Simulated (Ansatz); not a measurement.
Ce: response to strain

Take Ce in the fcc (Cu type) structure (space group Fm-3m, No. 225; a = 4.5898 Å; relaxed with 0.1 eV smearing) as the base. Axes: x, y, z lie along the cube axes.

Strains are applied to the cell and any free atomic positions relax; under biaxial strain the out-of-plane vector relaxes too.

Computed with PBEsol/PAW in Ansatz (a quantum-chemistry and plane-wave program), scalar-relativistic without spin-orbit coupling, earlier PAW set.

Candidates:
(a) biaxial strain −3.67 %, plane normal [111], relaxed out of plane
(b) uniaxial strain ε_yy = +1.17 %
(c) biaxial strain −1.62 %, plane normal [111], relaxed out of plane

Notes on the quantities. energy relative to the base: free energy F.

Question: Order them by energy relative to the base, lowest first.

Answer: (b) uniaxial strain ε_yy = +1.17 % (+0.7 meV/atom), (c) biaxial strain −1.62 %, plane normal [111], relaxed out of plane (+5.4 meV/atom), (a) biaxial strain −3.67 %, plane normal [111], relaxed out of plane (+29 meV/atom)

The 4f electrons are in the valence with no U and their state was not checked, so volumes and moments can be off. Whether these cells are dynamically stable was not tested. Seeded moments were not kept for the base. The final runs are not spin-polarised.
